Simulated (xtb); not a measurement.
xtb 6.7.1, GFN2-xTB: Ni(OH)(acac)(OH2)2 (CC1=CC(C)=[O]->[Ni]([OH])(<-[OH2])(<-[OH2])[O]1), charge 0, multiplicity 3, 23 atoms. The geometry is a generated start, not checked to be a minimum at this level.

* **method**: GFN2-xTB
* **--acc**: 1 (default)
* **--etemp (K)**: 300 (default)
* **detailed input (--input)**: none: ANC optimiser, Lindh (1995) Hessian, microcycle=20, maxdispl=1.0, hlow=0.01 (default)
* **basis functions**: 62
* **valence electrons**: 72

```xyz
23

Ni    -0.8389     1.1284     0.6249
O      0.1910     2.7617     0.9811
H      0.9884     2.8582     0.4563
C      0.7938    -0.5311    -3.0173
C      0.3717    -0.4364    -1.5651
C      0.7470    -1.4761    -0.7075
C      0.4789    -1.4908     0.6653
C      0.9402    -2.7034     1.4477
O     -0.0897    -0.5810     1.3203
O     -0.3024     0.5771    -1.2465
H      1.4686    -1.3634    -3.1868
H     -0.0920    -0.6512    -3.6385
H      1.2773     0.3996    -3.3062
H      1.2867    -2.3112    -1.1234
H      0.3518    -2.7979     2.3573
H      0.8511    -3.6068     0.8521
H      1.9845    -2.5700     1.7255
O     -2.3913     2.4750    -0.2356
H     -2.0957     2.4818    -1.1521
H     -2.0098     3.2558     0.1894
O     -1.6431     1.5052     2.6746
H     -1.0727     2.2861     2.7425
H     -1.1953     0.7904     3.1419
```

Charge 0 and multiplicity 3 are set for this test and not shown to be the ground state. GFN-xTB has no spin term: --uhf 2 sets the occupations alone.

The structure is relaxed from this start with --opt LEVEL for the levels crude, sloppy, loose, lax, normal, tight, vtight, extreme, once each. Up to the end of the extreme run atoms move by at most 1.2 Å along an axis.

Problem. Which level is enough to come within 5 meV of the tightest end point?

Solution. normal: 43 cycles against 82, ending 2.5 meV above.

```
level    cycles  energy above the extreme run (meV)  gradient norm (eV/Å)
-------  ------  ----------------------------------  --------------------
crude         1                                  32                  0.12
sloppy        1                                  32                  0.12
loose         1                                  32                  0.12
lax           1                                  32                  0.12
normal       43                                 2.5                 0.024
tight        60                                0.18                 0.024
vtight       69                               0.022                0.0038
extreme      82                                   —                0.0022
```
